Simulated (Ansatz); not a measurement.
Effect of Be → Sr on Be

The reference is Be in the hcp (Mg type) structure (space group P6_3/mmc, No. 194; a = 2.264 Å, c = 3.564 Å).

It is then changed as follows: full substitution Be → Sr; the structure is relaxed again.

The values are results of r2SCAN (Ansatz, an electronic-structure program, PAW, no spin-orbit coupling), not measurements. k-mesh 13×13×7 (Γ-centred); smearing 0.05 eV (Fermi–Dirac), for the changed cell.

| quantity | base | changed | shift |
|---|---|---|---|
| volume per atom | 7.91 Å³ | 57.11 Å³ | +49.20 Å³ |
| lattice parameter a | 226.4 pm | 430.3 pm | +203.97 pm |
| c/a ratio | 1.574 | 1.655 | +0.081 |
| space group | P6_3/mmc (No. 194) | P6_3/mmc (No. 194) | – |
| band gap | zero | zero | – |

No phonon test of stability was made. This is not the structure that Sr has at room temperature and ambient pressure.
